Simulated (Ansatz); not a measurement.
Point defect C vacancy + C vacancy + Sn interstitial in diamond

All values below come from PBE, PAW (plane waves to 420 eV; Ansatz, a program for electronic structure). The supercell holds 64 host sites (2×2×2 repeats of the unit cell), with a 2×2×2 shifted k-point sampling for the final energies. Sites at the start: the C site; C 1.55 Å away; midway between the emptied sites. Finite-size correction: monopole term and site-potential alignment. Dielectric constants: PBE linear response of the host. Host gap at this level: 4.13 eV. These values are not converged in cell size to better than tenths of an eV. PBE underestimates the host's gap, which shifts levels and can delocalise carriers. Spin–orbit coupling is left out, which matters for these heavy elements. Each state is the lowest found from its start.

Formation energies E_f are given with the Fermi level at the valence-band maximum. Chemical conditions: host crystal and elements as references (Δμ(C) = 0.14 eV, Δμ(Sn) = 0.00 eV; Sn taken from its element, since no compound that bounds it was computed at this level; only phases computed here count, gases as isolated molecules at 0 K). Reference phases: C: graphite, Sn: beta tin.

| charge | moment (μB) | largest move off a lattice site (Å) | image correction with alignment (eV) | E_f, host crystal and elements as references (eV) | above the lowest spin state (eV) |
|---|---|---|---|---|---|
| +1† | fractional | 0.18 | 0.77 | – | 0.00 |
| 0† | fractional | 0.18 | 0.00 | 10.46 | 0.00 |
| 0† | not spin-polarised | 0.18 | 0.00 | 10.47 | 0.01 |
| −1† | fractional | 0.18 | -0.08 | – | 0.00 |
| −2† | not spin-polarised | 0.18 | 0.56 | – | 0.00 |
| −2† | 0.0 | 0.18 | 0.56 | – | 0.00 |

† Not settled in this cell, so no level is given: charge +1: fractional moment, a level filled in part; charge 0: fractional moment, a level filled in part; charge −1: fractional moment, a level filled in part, a large or scattered potential alignment; charge −2: a large or scattered potential alignment.

Starting moments that weren't kept: charge +1 began with 1 μB and ended with 0.5; charge 0 began with 2 μB and ended with 0.5; charge −1 began with 1 μB and ended with 0.5; charge −2 began with 2 μB and ended with 0.0.

All states together cost very roughly 30 core-minutes.
